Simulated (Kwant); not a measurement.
System: wire with an antidot in a CdTe two-dimensional gas. Effective mass 0.096 mₑ, grid spacing 3.3 nm, hard walls, nominal width 80 nm (25 grid rows, so walls 85.8 nm apart), one parabolic valley, scattering region 240 nm long along x; energies count from the band bottom; Fermi energy swept from 0.00030601 to 0.004524 eV. Hard-wall hole of radius 14 nm, 0 nm off the axis.

Constants are typed, rounded textbook-type inputs, not results; the design itself was drawn at random and stands for no fabricated device.

Kwant, effective-mass tight-binding model on a square grid, one spin, coherent transport at 0 K. Conductance is in e²/h.

| E (meV) | A | B | C | D |
|---|---|---|---|---|
| 0.3060 | 0 | 0 | 0 | 0 |
| 0.5505 | 2.5e-5 | 0.00023 | 0 | 0 |
| 0.7951 | 0.00043 | 0.00090 | 0 | 0.00015 |
| 1.040 | 0.0010 | 0.0020 | 0.00014 | 0.00051 |
| 1.284 | 0.0019 | 0.0037 | 0.00039 | 0.0010 |
| 1.529 | 0.0032 | 0.0066 | 0.00072 | 0.0017 |
| 1.773 | 0.0051 | 0.024 | 0.0011 | 0.0026 |
| 2.018 | 0.0080 | 0.078 | 0.0017 | 0.0038 |
| 2.262 | 0.031 | 0.15 | 0.0023 | 0.0055 |
| 2.507 | 0.075 | 0.24 | 0.0031 | 0.0079 |
| 2.751 | 0.13 | 0.37 | 0.0042 | 0.022 |
| 2.996 | 0.20 | 0.54 | 0.0055 | 0.055 |
| 3.240 | 0.28 | 0.79 | 0.0072 | 0.094 |
| 3.485 | 0.39 | 1.16 | 0.0093 | 0.14 |
| 3.729 | 0.53 | 1.55 | 0.030 | 0.20 |
| 3.974 | 0.72 | 1.66 | 0.055 | 0.26 |
| 4.218 | 0.98 | 1.73 | 0.083 | 0.34 |
| 4.524 | 1.38 | 1.81 | 0.13 | 0.47 |

Task: Column A is the base. The others each differ by one change: effective mass 0.096 → 0.058 mₑ; effective mass 0.096 → 0.077 mₑ; effective mass 0.096 → 0.12 mₑ. Which is which?

Result: B: effective mass 0.096 → 0.12 mₑ; C: effective mass 0.096 → 0.058 mₑ; D: effective mass 0.096 → 0.077 mₑ.
